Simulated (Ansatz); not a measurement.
Cost and result by functional for the adsorption energy of F on the 1x1 (111) surface of fcc Cu, one in a 2x2 cell, started at the site 'hollow Cu-Cu-Cu over Cu at depth 4.1 Å', in Ansatz (plane waves, PAW). Single points on the PBE structure, on one kind of machine; costs are rough ratios of the slab run's core time (references not counted) to the cheapest single point. r2SCAN's cost holds its higher cutoff (500 against 420 eV). Differences are taken against r2SCAN for comparison alone: no measured value is at hand, so the table doesn't rank accuracy.

Set-up: 17 atoms, 6.2 Å thick at the start under the adsorbate (thin: gaps and levels are the slab's own); mesh 6x6x1; 0.1 eV smearing; dipole correction on; 8 atoms held, the rest relaxed; start symmetry kept, larger cells not searched; no spin, no spin-orbit, no U, no dispersion correction. At the end it is bonded to 3 Cu. In PBE it is, or lies within 0.03 eV of, the lowest of the starts that converged. These notes are the PBE run's. Adsorption energies are against ½ F2(g). A negative adsorption energy means that the adsorbate is more stable on the surface than in its reference.

```csv
functional,relative cost,adsorption energy (eV),less r2SCAN (eV)
RPBE,1,-2.49,0.58
r2SCAN,2,-3.07,0.00
PBE (the relaxed run's value),–,-2.68,0.39
```

The values span 0.58 eV, while the single points' costs differ by a factor of roughly 2. Differences are of unrounded values.

Ansatz is a program for electronic structure.
